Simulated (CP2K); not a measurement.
CP2K run on Ni3Pb2Se2 (R-3m, 7 atoms in the cell): self-consistent single point.

Method of the run: LDA (Pade form), GPW, DZVP-MOLOPT-PBE-GTH basis, GTH-PBE potentials (POTENTIAL_UZH) in CP2K.

```xyz
7
Lattice="5.8598 0.0000 0.0000 3.0752 4.9881 0.0000 3.0752 1.7168 4.6833" Properties=species:S:1:pos:R:3 pbc="T T T"
Ni     1.5376     0.8584     2.3417
Ni     2.9299     0.0000     0.0000
Ni     1.5376     2.4940     0.0000
Pb     0.0000     0.0000     0.0000
Pb     6.0051     3.3524     2.3417
Se     8.6790     4.8452     3.3843
Se     3.3312     1.8597     1.2990
```

Reference input (self-consistent single point, DFT PBEsol, GPW, DZVP-MOLOPT-PBE-GTH basis, GTH-PBE potentials (POTENTIAL_UZH)): CUTOFF = 600 Ry; REL_CUTOFF = 50 Ry; SMEAR/METHOD = GAUSSIAN; SIGMA = 0.1 eV; KPOINTS/SCHEME = MONKHORST-PACK 4 4 4; GAMMA_CENTERED = T; XC_FUNCTIONAL = PBE:PBESOL; Ni/BASIS_SET = DZVP-MOLOPT-PBE-GTH-q18; Ni/POTENTIAL = GTH-PBE-q18; Pb/BASIS_SET = DZVP-MOLOPT-PBE-GTH-q4; Pb/POTENTIAL = GTH-PBE-q4; Se/BASIS_SET = DZVP-MOLOPT-PBE-GTH-q6. This run's input differs from it in these lines:

```diff
@@ -44,6 +44,3 @@
     &XC
-      &XC_FUNCTIONAL
-        &PBE
-          PARAMETRIZATION PBESOL
-        &END PBE
+      &XC_FUNCTIONAL PADE
       &END XC_FUNCTIONAL
```

Output, abridged:

```
 SCF WAVEFUNCTION OPTIMIZATION

  Step     Update method      Time    Convergence         Total energy    Change
     1 NoMix/Diag. 0.30E+00      -     1.28136960      -535.5525233727 -5.36E+02
     2 Broy./Diag. 0.30E+00      -     0.19146232      -521.2904408093  1.43E+01
     3 Broy./Diag. 0.30E+00      -     0.03247207      -535.7097774716 -1.44E+01
     4 Broy./Diag. 0.30E+00      -     0.14003737      -533.4585811627  2.25E+00
     5 Broy./Diag. 0.30E+00      -     0.04997273      -535.1215112317 -1.66E+00
     6 Broy./Diag. 0.30E+00      -     0.06715914      -532.3919326612  2.73E+00
   [... 10 lines left out ...]
    17 Broy./Diag. 0.30E+00      -     0.00000864      -534.3989373958 -9.94E-05
    18 Broy./Diag. 0.30E+00      -     0.00000466      -534.3990164093 -7.90E-05
    19 Broy./Diag. 0.30E+00      -     0.00000380      -534.3990245906 -8.18E-06
    20 Broy./Diag. 0.30E+00      -     0.00000040      -534.3990282241 -3.63E-06
  *** SCF run converged in    20 steps ***

  Overlap energy of the core charge distribution:               0.00000000029986
  Self energy of the core charge distribution:               -838.81411270733815
  Core Hamiltonian energy:                                    230.99485144745015
  Hartree energy:                                             129.54765394817625
  Exchange-correlation energy:                                -56.12671360504843
  Smearing free energy correction:                             -0.00070730841337
  Fermi energy:                                                 0.25180875764332

  Total energy:                                              -534.39902822410374
  Total energy (extrapolated to sigma->0):                   -534.39867456989703

   [... lines left out ...]

 STRESS| Analytical stress tensor [bar]
 STRESS|                        x                   y                   z
 STRESS|      x       -3.21267659749E+04   1.37997802038E+03   9.63908924757E+02
 STRESS|      y        1.37997802038E+03  -3.38282445210E+04   5.38139091331E+02
 STRESS|      z        9.63908924757E+02   5.38139091331E+02  -3.42227464614E+04
 STRESS| 1/3 Trace                                            -3.33925856524E+04
```

The run converged in 20 iterations. Against the reference run the pressure goes from -1.80 to -3.34 GPa and the largest force goes from 0.043 to 0.329 eV/Å.

The starting cell comes from a database of computed structures (which also holds hypothetical and non-ambient phases and stackings), without a prior relaxation at this level. Spin polarisation is off, so a magnetic state, if there is one, cannot be reached. Values carry the incompleteness of an atom-centred basis. The potentials were made for another functional than the one used. With a pressure of about -3 GPa the cell is away from its equilibrium volume at this level.

Cost on one core of a shared machine: roughly 2 min.
